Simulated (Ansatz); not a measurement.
The parent structure is Nb2BS (space group P6_3/mmc, No. 194; a = 3.327 Å, c = 11.509 Å; a cell from a computed database, its experimental status unchecked). Axes: x lies along a and z along c of the hexagonal cell.

The values are results of Ansatz (a quantum-chemistry and plane-wave program) PBEsol, scalar-relativistic without spin-orbit coupling, not measurements.

For the base:

| Property | Value |
|---|---|
| Pressure | 0.0 GPa |
| Shortest interatomic distance | 2.251 Å |
| Band gap | zero |

The change: uniaxial strain ε_zz = +0.37 %, all other strain components held at zero; the atoms relax in the strained cell.

Problem. What happens to the energy relative to the base?

Solution. The energy hardly moves.

Problem. What does the calculation give for the pressure after the change?

Solution. The pressure (mean of the normal stresses, compression positive) goes from zero to -0.8 GPa.

Problem. What does the calculation give for the shortest interatomic distance after the change?

Solution. The shortest interatomic distance hardly moves (2.251 Å against 2.253 Å).

Problem. How does this affect the band gap?

Solution. The band gap remains zero.

Without a gap, meshes like the base's 16×16×4 leave anisotropic stresses uncertain by several tenths of a GPa, and small strain energies with them. Stability against distortions was not tested. All final runs are without spin polarisation.
